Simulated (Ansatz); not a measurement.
Input:

End structure of a constructed model of the (111) surface of fcc Pd, a layer of Mn in place of the third plane (bottom of the slab: a bare face, its two planes held):

```
CELL_PARAMETERS angstrom
      2.78861     0.00000     0.00000
     -1.39431     2.41501     0.00000
      0.00000     0.00000    27.50000
ATOMIC_POSITIONS crystal
  Pd 0.33333 0.66667 0.29301
  Pd 0.66667 0.33333 0.37581
  Pd 0.00000 0.00000 0.46060
  Mn 0.33333 0.66667 0.53698
  Pd 0.66667 0.33333 0.61289
  Pd 0.00000 0.00000 0.69789
```

Slab: 6 atoms, 11.4 Å thick at the start; k 15x15x1, smearing 0.1 eV, dipole-corrected; 2 atoms held, the rest relaxed; held to the start's symmetry, so lower structures may exist; spin-polarised, ending with about 4.2 μB a cell; orders that need a larger cell were not tried, no spin-orbit, no U. In PBE it lies 0.14 eV a 1x1 cell over the lowest computed structure of the same composition (a layer of Mn in place of the second plane).

Estimate the work function of the top face that PBE in Ansatz (a quantum-chemistry and plane-wave program) returns for this input.

5.32 eV
